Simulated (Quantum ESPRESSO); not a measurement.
Worked example: self-consistent single point of Cu (Fm-3m, 1 atom in the cell) in Quantum ESPRESSO.

Level of theory: PBE, SSSP 1.1.2 precision (PBE) pseudopotentials (plane waves; Quantum ESPRESSO).

```yaml
crystal:
  lattice:
    - [-1.78872, 0.00000, 1.78872]
    - [0.00000, 1.78872, 1.78872]
    - [-1.78872, 1.78872, 0.00000]
  atoms:
    - { symbol: Cu, position: [0.00000, 0.00000, 0.00000] }
```

Reference input (self-consistent single point, DFT, PBE, plane waves, SSSP 1.1.2 precision (PBE) pseudopotentials): ecutwfc = 75 Ry; occupations = smearing; smearing = fermi-dirac; degauss = 0.0073499 Ry; potentials = {Cu: Cu_ONCV_PBE-1.0.oncvpsp.upf}; K_POINTS = automatic 16 16 16 0 0 0; conv_thr = 1e-10 Ry. This run's input differs from it in these lines:

```diff
@@ -26,3 +26,3 @@
 K_POINTS {automatic}
-16 16 16  0 0 0
+17 17 17  0 0 0
```

Output (repeated stretches shortened):

```
     Self-consistent Calculation

     iteration #  1     ecut=    75.00 Ry     beta= 0.70

     Threshold (ethr) on eigenvalues was too large:
     Diagonalizing with lowered threshold

     total energy              =    -365.15082266 Ry
     estimated scf accuracy    <       0.01447544 Ry

     iteration #  2     ecut=    75.00 Ry     beta= 0.70

     total energy              =    -365.15319684 Ry
     estimated scf accuracy    <       0.02235918 Ry

     iteration #  3     ecut=    75.00 Ry     beta= 0.70

     total energy              =    -365.15747169 Ry
     estimated scf accuracy    <       0.00006158 Ry

   [... 3 blocks of this kind left out ...]

     iteration #  7     ecut=    75.00 Ry     beta= 0.70

     total energy              =    -365.15751355 Ry
     estimated scf accuracy    <       0.00000005 Ry

     iteration #  8     ecut=    75.00 Ry     beta= 0.70
     End of self-consistent calculation

     Number of k-points >= 100: set verbosity='high' to print the bands.

     the Fermi energy is    18.3606 ev

!    total energy              =    -365.15751356 Ry
     estimated scf accuracy    <          5.7E-12 Ry
     smearing contrib. (-TS)   =      -0.00075290 Ry
     internal energy E=F+TS    =    -365.15676066 Ry

     convergence has been achieved in   8 iterations

     Forces acting on atoms (cartesian axes, Ry/au):

     atom    1 type  1   force =     0.00000000    0.00000000    0.00000000

     Total force =     0.000000     Total SCF correction =     0.000000

          total   stress  (Ry/bohr**3)                   (kbar)     P=       41.25
   0.00028043  -0.00000000   0.00000000           41.25       -0.00        0.00
  -0.00000000   0.00028043   0.00000000           -0.00       41.25        0.00
   0.00000000   0.00000000   0.00028043            0.00        0.00       41.25

   JOB DONE.
```

The run converged in 8 iterations. Against the reference run the free energy is nearly the same (within 1 meV/atom) and the pressure goes from 4.29 to 4.13 GPa.

The starting cell comes from a database of computed structures (which also holds hypothetical and non-ambient phases and stackings), without a prior relaxation at this level. Spin polarisation is off. With a pressure of about 4 GPa the cell is away from its equilibrium volume at this level.
